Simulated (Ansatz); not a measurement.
**The (100) surface of rock-salt TiC, Mo on half the Ti sites of the top plane, c(2x2) (bottom of the slab: a bare face, its two planes held)**

Calculation: PBE (plane waves to 420 eV, PAW; Ansatz, a program for electronic structure).

Set-up: 24 atoms, 10.8 Å thick at the start with caps and adatoms (thin: gaps and levels are the slab's own); mesh 9x9x1; 0.1 eV smearing; dipole correction on; 8 atoms held, the rest relaxed; held to the start's symmetry, so lower structures may exist; no spin, no spin-orbit, no U. It is one candidate, not shown to be the stable structure of the face.

| Item | Value |
|---|---|
| work function of the top face | 3.99 eV |
| energy released by relaxation | 0.45 eV |
| cost | very roughly 7 core-minutes |
